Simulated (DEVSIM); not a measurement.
System: Al0.15Ga0.85As/GaAs p-n heterojunction, at 300 K.

```
layer (left to right)        material  thickness (μm)  Nd (cm⁻³)  Na (cm⁻³)  τn (s)  τp (s)
---------------------  --------------  --------------  ---------  ---------  ------  ------
1                      Al0.15Ga0.85As          0.0560          -     3.9e16  1.5e-9  1.5e-9
2                                GaAs           0.660     1.7e16          -  1.5e-9  1.5e-9
```

Left contact: ohmic. Right contact: ohmic. Voltage is applied to the left contact. Recombination: SRH at mid-gap, radiative. Mobility is constant in doping.

The device is made up for the run: typed textbook-type constants, with dimensions and the other settings drawn at random. Values at 300 K.

| parameter | Al0.15Ga0.85As | GaAs |
|---|---|---|
| gap (eV) | 1.611 | 1.424 |
| affinity (eV) | 3.9515 | 4.07 |
| permittivity | 12.47 | 12.9 |
| Nc (cm⁻³) | 5.6e17 | 4.7e17 |
| Nv (cm⁻³) | 9e18 | 9e18 |
| μn (cm²/Vs) | 5695 | 8500 |
| μp (cm²/Vs) | 282 | 400 |
| B (cm³/s) | 2e-10 | 2e-10 |

Model (solved in DEVSIM): 1D drift-diffusion, Boltzmann statistics, complete ionisation; no tunnelling, impact ionisation, image-force lowering or self-heating. Band offsets follow the typed affinities; no thermionic-emission limit at abrupt steps, no polarisation charge.

### Question
Tabulate band edges, carrier densities and field at zero bias.

### Answer
Energies count from the Fermi level of the right contact; mesh points crowd at the junctions.

```csv
x (μm),Ec (eV),Ev (eV),n (cm⁻³),p (cm⁻³),field (V/cm)
0.000,1.470,-0.141,< 1e2,3.9e16,-41000
0.003517,1.456,-0.155,< 1e2,2.2e16,-41000
0.009150,1.432,-0.179,< 1e2,8.8e15,-43000
0.01738,1.395,-0.216,< 1e2,2.1e15,-48000
0.03510,1.302,-0.309,< 1e2,5.7e13,-57000
0.04515,1.241,-0.370,< 1e2,5.5e12,-63000
0.05142,1.200,-0.411,< 1e2,1.1e12,-67000
0.05600,1.051,-0.373,< 1e2,4.8e12,-68000
0.05968,1.026,-0.398,< 1e2,1.9e12,-66000
0.06615,0.984,-0.440,< 1e2,3.7e11,-65000
0.07648,0.919,-0.505,170,2.9e10,-62000
0.1056,0.748,-0.676,130000,4.0e7,-55000
0.1467,0.542,-0.882,3.7e8,14000,-45000
0.2189,0.277,-1.147,1.1e13,< 1e2,-28000
0.3860,0.090,-1.334,1.5e16,< 1e2,-1100
0.5302,0.086,-1.338,1.7e16,< 1e2,-15
0.6123,0.086,-1.338,1.7e16,< 1e2,≈ 0
0.6565,0.086,-1.338,1.7e16,< 1e2,≈ 0
0.6909,0.086,-1.338,1.7e16,< 1e2,≈ 0
0.7038,0.086,-1.338,1.7e16,< 1e2,≈ 0
0.7111,0.086,-1.338,1.7e16,< 1e2,≈ 0
0.7160,0.086,-1.338,1.7e16,< 1e2,≈ 0
```
